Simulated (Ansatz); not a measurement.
Reference: InP (F-43m), PBEsol, rigid bands (plane waves, PAW, scalar-relativistic; Ansatz, a quantum-chemistry and plane-wave program); axes and stresses refer to this cell.

```xyz
2
Lattice="0.0000 2.9394 2.9394 2.9394 0.0000 2.9394 2.9394 2.9394 0.0000" Properties=species:S:1:pos:R:3 pbc="T T T"
In     0.0000     0.0000     0.0000
P      1.4697     1.4697     1.4697
```

- hole conductivity mass = 0.47 mₑ
- band gap = 0.57 eV
- Seebeck coefficient, n-type 1e19 cm⁻³ = -43 μV/K

**Question.** Change: spin-orbit coupling switched on. What happens to hole conductivity mass, band gap, Seebeck coefficient, n-type 1e19 cm⁻³?

**Answer.** hole conductivity mass rises to 0.56 mₑ; band gap falls to 0.54 eV; Seebeck coefficient, n-type 1e19 cm⁻³ moves little, to -44 μV/K.

Masses are for dilute carriers at 300 K, harmonic means over directions unless an axis is named. Seebeck coefficients are for the stated density at 300 K, with one relaxation time for all states and whether or not that doping can be reached. Spin-orbit coupling is left out unless a row names it; without it hole values are far off for these elements.
